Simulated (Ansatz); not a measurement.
# Alloy series in Be

Consider Be in the hcp (Mg type) structure (space group P6_3/mmc, No. 194).

```
CELL_PARAMETERS angstrom
      2.26371     0.00000     0.00000
     -1.13186     1.96043     0.00000
      0.00000     0.00000     3.56389
ATOMIC_POSITIONS crystal
  Be 0.33333 0.66667 0.75000
  Be 0.66667 0.33333 0.25000
```

The other end (x = 1) is Li in the hcp (Mg type) structure (space group P6_3/mmc, No. 194; a model cell): 21.00 Å³/atom, gap zero; this end may not be an ambient phase.

Li replaces a fraction x of Be; each row is one arrangement (x, atoms in the cell, starting space group or random), fully relaxed.

All numbers come from Ansatz (a first-principles code) r2SCAN, no spin-orbit coupling.

Candidates:
(a) x(Li) = 0.667, 6 atoms, Cmcm
(b) x(Li) = 0.375, 8 atoms, P3m1
(c) x(Li) = 0.25, 8 atoms, P2_1/m
(d) x(Li) = 0.375, 8 atoms, Amm2

Before the change:

```
Property           Value
---------------  -------
Volume per atom  7.91 Å³
```

Task: Order them by volume per atom, highest first.

Result: (a) x(Li) = 0.667, 6 atoms, Cmcm (13.72 Å³), (d) x(Li) = 0.375, 8 atoms, Amm2 (10.20 Å³), (b) x(Li) = 0.375, 8 atoms, P3m1 (10.13 Å³), (c) x(Li) = 0.25, 8 atoms, P2_1/m (9.22 Å³)

These are small ordered cells, not random alloys; other orderings at the same x differ. Whether these cells are dynamically stable was not tested. This is not the structure that Li has at room temperature and ambient pressure.
